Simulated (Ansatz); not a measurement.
# Hypothetical Pm-3n InP, response to strain

Start from InP (space group Pm-3n, No. 223; a = 7.241 Å; a hypothetical phase, not in the database extracts checked). Axes: x, y, z lie along the cube axes.

Strains are applied to the cell and any free atomic positions relax; under biaxial strain the out-of-plane vector relaxes too.

Level of theory: PBEsol (Ansatz, a program for electronic structure, PAW, without spin-orbit coupling).

Notes on the quantities. energy relative to the base: free energy F.

```json
[
 {"case": "base", "shortest interatomic distance": "2.560 Å", "band gap": "0.65 eV", "energy relative to the base": "0 meV/atom", "electron mass": "0.057 mₑ (at Γ)"},
 {"case": "biaxial strain +1.10 %, plane normal [001], relaxed out of plane", "shortest interatomic distance": "2.568 Å", "band gap": "0.43 eV", "energy relative to the base": "+2.4 meV/atom", "electron mass": "0.043 mₑ out of plane, 0.053 mₑ in plane (at Γ)"},
 {"case": "uniaxial strain ε_zz = +0.19 %", "shortest interatomic distance": "2.561 Å", "band gap": "0.63 eV", "energy relative to the base": "0.0 meV/atom", "electron mass": "0.056 mₑ (at Γ)"},
 {"case": "tensor shear ε_yz = +0.72 %", "shortest interatomic distance": "2.556 Å", "band gap": "0.62 eV", "energy relative to the base": "+0.3 meV/atom", "electron mass": "0.057 mₑ (at Γ)"}
]
```

Masses are band curvatures over ±0.01 Å⁻¹ around the edge. Stability against distortions was not tested.
